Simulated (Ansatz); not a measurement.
LaGaO₃ (Imma, No. 74, 10 atoms in the cell; start mp-556983; a measured phase of this formula has another space group)

The numbers are results of r²SCAN+rVV10 (Ansatz, a first-principles code, plane waves, PAW), not measurements.

Settings: plane-wave cutoff 560 eV, 8×8×8 k mesh, Fermi–Dirac smearing 0.01 eV, scalar-relativistic PAW data made under PBE.

Cell (relaxed at this level):

```yaml
crystal:
  lattice:
    - [-2.73506, 3.86485, 2.76290]
    - [2.73506, -3.86485, 2.76290]
    - [2.73506, 3.86485, -2.76290]
  atoms:
    - { symbol: La, position: [0.75510, 0.00510, 0.75000] }
    - { symbol: La, position: [0.24490, 0.99490, 0.25000] }
    - { symbol: Ga, position: [0.00000, 0.50000, 0.50000] }
    - { symbol: Ga, position: [0.50000, 0.50000, 0.00000] }
    - { symbol: O, position: [0.21148, 0.00000, 0.71148] }
    - { symbol: O, position: [0.78852, 0.00000, 0.28852] }
    - { symbol: O, position: [0.78852, 0.50000, 0.78852] }
    - { symbol: O, position: [0.21148, 0.50000, 0.21148] }
    - { symbol: O, position: [0.67859, 0.42859, 0.25000] }
    - { symbol: O, position: [0.32141, 0.57141, 0.75000] }
```

- band gap = 4.23 eV
- smallest direct gap on the k points sampled = 4.35 eV

Spin–orbit coupling is not included.

The computed numbers hold no vibrational or temperature effects.

It cost very roughly 2.5 core-minutes of CPU time.

A start named mp-… is a Materials Project structure, which need not be a measured phase.
